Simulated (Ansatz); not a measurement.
What pressure 7 GPa does to NaCl

Start from NaCl in the rock salt structure (space group Fm-3m, No. 225; a = 5.6955 Å).

One thing is altered: cell and atoms relaxed at a pressure of 7 GPa.

Level of theory: PBE, PAW, 420 eV (Ansatz, a quantum-chemistry and plane-wave program; no SOC). Settings: 10×10×10 k-points, 0.05 eV Fermi–Dirac smearing.

The volume per atom decreases by 4.00 Å³ to 19.09 Å³ and the density increases by 0.44 g/cm³ to 2.54 g/cm³. The lattice parameter a falls by 0.3502 Å, from 5.696 Å to 5.345 Å and the shortest interatomic distance shrinks by 0.175 Å, from 2.848 Å to 2.673 Å. The enthalpy H = E + PV relative to the base's energy is +0.91 eV/atom and the band gap rises by 0.81 eV to 5.81 eV. The gap character stays direct at Γ and the width of the top valence band grows by 0.274 eV to 0.99 eV. The electron mass goes from 0.40 mₑ (at Γ) to 0.38 mₑ (at Γ) and the hole mass (degenerate bands, along [100]) changes from 0.65, 2.9, 2.9 mₑ (at Γ) to 0.55, 2.3, 2.3 mₑ (at Γ).

Final structure:

```xyz
2
Lattice="0.0000 2.6727 2.6727 2.6727 0.0000 2.6727 2.6727 2.6727 0.0000" Properties=species:S:1:pos:R:3 pbc="T T T"
Cl     0.0000     0.0000     0.0000
Na     2.6727     2.6727     2.6727
```

Load acts through the strain it causes; cell and atoms are relaxed under it. Masses are band curvatures over ±0.01 Å⁻¹ around the edge. Stability against distortions was not tested. Competing high-pressure phases were not computed.
